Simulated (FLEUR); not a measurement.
Band structure of CaCd₂Au₄ (I4/mmm, 7 atoms in the cell).

```
CELL_PARAMETERS angstrom
     -3.55592     3.55592     2.75291
      3.55592    -3.55592     2.75291
      3.55592     3.55592    -2.75291
ATOMIC_POSITIONS crystal
  Ca 0.00000 0.00000 0.00000
  Cd 0.25000 0.75000 0.50000
  Cd 0.75000 0.25000 0.50000
  Au 0.30365 0.30365 0.60730
  Au 0.69635 0.69635 0.39270
  Au 0.30365 0.69635 0.00000
  Au 0.69635 0.30365 0.00000
```

Method: LDA (Perdew-Zunger), all-electron FLAPW (FLEUR), scalar-relativistic valence.

Settings: Kmax = 4.1 1/bohr; GmaxXC = 14.3 1/bohr; xcFunctional = pz; jspins = 1; l_soc = F; mode = hist; fermiSmearingEnergy = 0.00367493 Htr; mesh (inpgen div1-3) = 5 5 5; inpgen gamma flag = false; Gmax = 14.3 1/bohr; numbands = 0; maxIterBroyd = 15; imix = Anderson; alpha = 0.05.

The starting cell comes from a database of computed structures (which also holds hypothetical and non-ambient phases and stackings), without a prior relaxation at this level. Its lattice was rescaled by a random factor within 2.5 % of one. Spin-orbit coupling is off. Values depend on the basis (sphere radii, cutoffs, local orbitals), which need not be converged.

Levels in eV from the Fermi level, bands 54 to 61:
```
point     54     55     56     57    58    59    60    61
-----  -----  -----  -----  -----  ----  ----  ----  ----
Γ      -1.35  -1.35  -1.06  -0.98  0.01  0.24  0.24  2.69
X      -3.08  -0.75  -0.35   0.22  0.40  0.68  1.87  2.24
M      -2.81  -2.48  -2.48  -1.89  0.12  2.55  3.64  3.64
Z      -2.78  -2.49  -2.49  -2.24  1.33  1.36  2.93  2.93
P      -2.82  -2.82  -2.54   0.99  1.41  2.38  2.38  2.74
N      -2.74  -2.06  -1.67  -1.39  0.05  1.40  2.40  2.58
Z1     -2.78  -2.49  -2.49  -2.24  1.33  1.36  2.93  2.93
```
